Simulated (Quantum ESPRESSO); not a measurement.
Several settings converged on HfN (I4mm, 2 atoms in the cell)

```yaml
crystal:
  lattice:
    - [0.00000, 2.24870, 2.24870]
    - [2.24870, 0.00000, 2.24870]
    - [2.24870, 2.24870, 0.00000]
  atoms:
    - { symbol: Hf, position: [0.01112, 0.01112, 0.98888] }
    - { symbol: N, position: [0.50000, 0.50000, 0.50000] }
```

Base method: PBEsol, GBRV 1.5 ultrasoft (PBESOL) pseudopotentials (plane waves; Quantum ESPRESSO).

Base settings: ecutwfc = 40 Ry; ecutrho = 320 Ry; occupations = smearing; smearing = fermi-dirac; degauss = 0.0073499 Ry; potentials = {Hf: hf_pbesol_v1.uspp.F.UPF, N: n_pbesol_v1.2.uspp.F.UPF}; K_POINTS = automatic 5 5 5 0 0 0; conv_thr = 1e-10 Ry.

The count of work is k-points × plane waves × bands × iterations; it is no time. Core times come from one kind of shared machine, to one figure; runs under 30 s give none.

**The cutoff for other potential files**

Level: DFT, PBEsol, plane waves, SSSP 1.1.2 precision (PBE) pseudopotentials.

In this ladder: ecutrho = default; pseudopotentials = {Hf: Hf-sp.oncvpsp.upf, N: N.oncvpsp.upf}; input_dft = pbesol.

The second cell is the first with its lattice scaled by 0.98.

The mesh stays at the base's, so the ladder's end is converged at best in this setting alone.

Only quantities that move along the ladder and can be compared are tabulated.

```tsv
ecutwfc	free energy less the last step's (meV/atom)	energy of the compressed cell less the first (meV/atom)	pressure (GPa)	largest difference of a force vector from the last step's (eV/Å)	count of work / last
34 Ry	1499.87	52.66	-57.03	0.075	0.091
41 Ry	600.84	50.96	-29.55	0.001	0.15
52 Ry	120.42	45.97	-7.45	0.002	0.23
64 Ry	14.37	46.61	-0.06	0.001	0.28
75 Ry	1.73	46.63	1.48	0.001	0.39
90 Ry	0.97	46.59	1.62	0.000	0.47
112 Ry	0.34	46.56	1.62	0.000	0.71
150 Ry	0.00	46.54	1.62	0.000	1.0
```

Coarsest ecutwfc that holds the free energy within 2 meV/atom of the last step, with all finer ones: 75 Ry, at 0.39 of the last step's count of work; the step before is off by 14 meV/atom.

Coarsest ecutwfc that holds the energy of the compressed cell less the first within 0.5 meV/atom of the last step, with all finer ones: 64 Ry, at 0.28 of the last step's count of work; the step before is off by 0.57 meV/atom.

Coarsest ecutwfc that holds the forces within 0.01 eV/Å of the last step, with all finer ones: 41 Ry, at 0.15 of the last step's count of work; the step before is off by 0.075 eV/Å.

The energy difference between the two cells stays within 1 meV/atom of the last step's from 52 Ry on, the total only from 90 Ry on: much of the error is common to both cells and cancels.

At the lowest cutoff the pressure lies 58.7 GPa under the last step's, the usual sign of Pulay stress in an incomplete plane-wave basis.

**The relaxed cell against the cutoff**

On HfN (Fm-3m, 2 atoms in the cell): atoms on their sites.

In this ladder: calculation = vc-relax; tprnfor = default; tstress = default. Moved along: ecutrho.

The mesh stays at the base's, so the ladder's end is converged at best in this setting alone.

Only quantities that move along the ladder and can be compared are tabulated.

```tsv
ecutwfc	relaxed volume (Å³/atom)	relaxation steps	core time / last (rough)
20 Ry	10.015	3	–
24 Ry	10.790	2	–
28 Ry	11.111	3	–
34 Ry	11.293	2	–
40 Ry	11.345	2	0.5
48 Ry	11.367	1	0.4
60 Ry	11.374	1	0.6
80 Ry	11.376	1	1
```

Coarsest ecutwfc that holds the relaxed volume within 0.011 Å³/atom of the last step, with all finer ones: 48 Ry, at about 0.4 of the last step's time; the step before is off by 0.031 Å³/atom.

At the lowest cutoff the cell relaxes to a volume 12 % smaller than at the highest.

On the base run: the starting cell has typed, rounded lattice constants, without a prior relaxation at this level. Its lattice was rescaled by up to half a per cent. One atom was moved a little off its site on purpose. Without a gap this mesh is coarse (it stands for a supercell whose shortest vector is 16 Å).
